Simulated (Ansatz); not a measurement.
Structures of equal composition on the (111) surface of diamond (C plane on top): (√3x√3)R30° C adatom at H3; (√3x√3)R30° C adatom at T4. The slabs share one bottom face, and each structure is named by its start. These are constructed structures in small cells; real faces may alloy, dewet or reconstruct in larger ones, and not all known structures of the face are among them. Slabs of about 9 Å, Fermi-Dirac smearing of 0.025 eV. Bottom of the slabs: H caps. Relaxed from the named starts with such symmetry as they have, on meshes of like density; energies extrapolated to zero smearing; spin only where a row says so; no spin-orbit coupling, no U. Brackets mark spin-polarised runs, whose order is one that fits the cell. Where a second, spin-polarised start was run, the lower counts.

These are PBE (plane waves to 420 eV, PAW; Ansatz, a quantum-chemistry and plane-wave program) values and carry that method's errors.

Task: Order them by energy per 1x1 cell (lowest first) at the level PBE.

Result: (√3x√3)R30° C adatom at T4 (0.000 eV [spin, 1.0 μB a cell]), (√3x√3)R30° C adatom at H3 (0.442 eV [spin, 1.0 μB a cell])
